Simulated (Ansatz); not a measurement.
How far PBE and r2SCAN part for GaN, pressure −2 GPa

Take GaN in the wurtzite structure (space group P6_3mc, No. 186; a = 3.219 Å, c = 5.244 Å) as the base.

(Cell as relaxed with PBE.)

Levels (all Ansatz, a first-principles code, PAW, earlier PAW set): PBE (420 eV, scalar-relativistic without spin-orbit coupling); r2SCAN (500 eV, no SOC).

Each level relaxes its own structure.

```csv
base,PBE,r2SCAN
volume per atom,11.76 Å³,11.37 Å³
lattice parameter a,3.219 Å,3.183 Å
band gap,1.71 eV,2.35 eV
```

Now apply this change: a negative pressure, −2 GPa.

| quantity | PBE | r2SCAN |
|---|---|---|
| lattice parameter a | 3.231 Å | … |
| gap character | direct at Γ | … |
| electron mass | 0.14 mₑ along c, 0.15 mₑ across (at Γ) | … |

**Question.** Predict the r2SCAN column.

**Answer.** 
- lattice parameter a, r2SCAN: 3.194 Å
- gap character, r2SCAN: direct at Γ
- electron mass, r2SCAN: 0.17 mₑ along c, 0.18 mₑ across (at Γ)

PBE's lattice parameter a lies 0.037 Å above r2SCAN's (1.2 %); the two agree on the gap character. Neither level is exact; r2SCAN is the comparison here, not a measurement.

Load acts through the strain it causes; cell and atoms are relaxed under it. Masses are band curvatures over ±0.01 Å⁻¹ around the edge. No phonon test of stability was made.
